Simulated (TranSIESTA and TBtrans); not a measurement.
System: Ga chain with one bond stretched by 2.0 Å. Leads: straight Ga chain, spacing 2.703 Å. Geometry: as built, not relaxed. Transport runs along z; the first 4 and the last 4 of the 14 atoms are the lead cells, repeated to infinity.

```xyz
14
Lattice="9.000 0.000 0.000 0.000 9.000 0.000 0.000 0.000 39.842" Properties=species:S:1:pos:R:3 pbc="F F T"
Ga     4.500     4.500     0.000
Ga     4.500     4.500     2.703
Ga     4.500     4.500     5.406
Ga     4.500     4.500     8.109
Ga     4.500     4.500    10.812
Ga     4.500     4.500    13.515
Ga     4.500     4.500    16.218
Ga     4.500     4.500    20.921
Ga     4.500     4.500    23.624
Ga     4.500     4.500    26.327
Ga     4.500     4.500    29.030
Ga     4.500     4.500    31.733
Ga     4.500     4.500    34.436
Ga     4.500     4.500    37.139
```

Run with TranSIESTA and TBtrans (open boundaries, self-consistent; PseudoDojo norm-conserving potentials, scalar-relativistic): PAO.BasisSize DZP, PAO.EnergyShift 0.15 eV, XC.Authors PBE, Mesh.Cutoff 200 Ry, ElectronicTemperature 300 K, TS.Voltage 0.0 eV, TBT.Elecs.Eta 0.001 eV, no spin polarisation.

Energies count from the leads' Fermi level. Transmissions are for one spin of a degenerate pair. The energy step is 0.01 eV; narrower resonances are cut or missed.

```tsv
E (eV)	T
-0.20	0.173
-0.15	0.192
-0.10	0.270
-0.05	0.355
0.00	0.384
0.05	0.367
0.10	0.338
0.15	0.313
0.20	0.295
```

Q: Give the zero-bias conductance in μS and the resistance at 300 K.

A: At the Fermi level T = 0.384. Averaged with −∂f/∂E over the full grid (kT = 25.9 meV) it is 0.366. With G0 = 2e²/h = 77.48 μS, G = 28.4 μS and R = 1/G = 35.2 kΩ.

Q: The eigenchannels at the Fermi level transmit 0.183, 0.100, 0.100. What Fano factor of the shot noise follows at low temperature and bias?

A: F = Σ τ(1 − τ)/Σ τ = 0.330/0.383 = 0.86.

The straight chain is held at its spacing; free chains may zigzag or dimerise. No spin-polarised start was tried, so a magnetic state, if there is one, is missed.
